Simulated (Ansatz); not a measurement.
Pt (Fm-3m), PBEsol, DFPT electron-phonon coupling, linearised Boltzmann equation (Ansatz, an electronic-structure program): phonon-limited resistivity 7.51 μΩ·cm at 300 K, 9.99 μΩ·cm at 400 K, current-weighted mean free path 6.2 nm, Drude plasma energy 9.01 eV.

### Question
What temperature coefficient of resistance follows, and how does it compare with 1/T?

### Answer
(ρ₄₀₀ − ρ₃₀₀)/(100 K × ρ₃₀₀) = 3.30×10⁻³ K⁻¹, against 1/T = 3.33×10⁻³ K⁻¹ for a resistivity proportional to T. Impurities would add a constant and lower it.

### Question
What Drude relaxation time do resistivity and plasma energy imply?

### Answer
ω_p = 1.37e16 s⁻¹, so τ = 1/(ε₀ ω_p² ρ) = 8.03 fs, a damping ħ/τ of 82.0 meV.

### Question
What is the classical skin depth at 10 GHz (nonmagnetic, μ₀ = 1.257×10⁻⁶ H/m)?

### Answer
δ = √(ρ/(π f μ₀)) = 1380 nm.

A metal at this level (no band gap). Only scattering by harmonic phonons is included (no impurities, grain boundaries, electron-electron scattering or thermal expansion). Spin-orbit coupling is left out, which matters with elements this heavy. Halving the electron mesh (36x36x36) moves the resistivity by up to 3 % at 300 K, the mean free path by up to 6 %. Smearing 0.20 eV; phonons on a 6x6x6 q mesh, which this run doesn't test.
